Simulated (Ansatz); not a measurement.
Results of r²SCAN (Ansatz, an electronic-structure program, plane waves, PAW) for Rh (P6₃/mmc, No. 194, 4 atoms in the cell; start mp-1186916; another form than the element's usual one).

Settings: plane-wave cutoff 560 eV, 24×24×6 k mesh (along the axes of the cell as run), Fermi–Dirac smearing 0.05 eV, no spin polarisation, scalar-relativistic PAW data made under PBE.

Cell (relaxed at this level):

Rh is taken in the hexagonal space group P6₃/mmc (No. 194), Pearson symbol hP4. Lattice parameters: a = 2.6892 Å, b = 2.6892 Å, c = 8.7765 Å, α = 90.00°, β = 90.00°, γ = 120.00°. Rh1 on 2a is coordinated by 12 Rh at 2.688 Å (cuboctahedral). Rh2 on 2c has 12 Rh at 2.688 Å (anticuboctahedral). (Neighbours: up to the widest gap in distance over summed covalent radii, below 1.35, at either atom.)

Question: Predict the bulk modulus B0.

Answer: 
bulk modulus B0: 282 GPa

Note: the run has no spin polarisation, so it can have missed a magnetic state; the bulk modulus is −V dP/dV from two relaxed cells at ±2 % in volume; the relaxation could not lower the start's symmetry, so the cell can be a saddle point above a distorted one.

The computed numbers hold no vibrational or temperature effects.

A start named mp-… is a Materials Project structure, which need not be a measured phase.
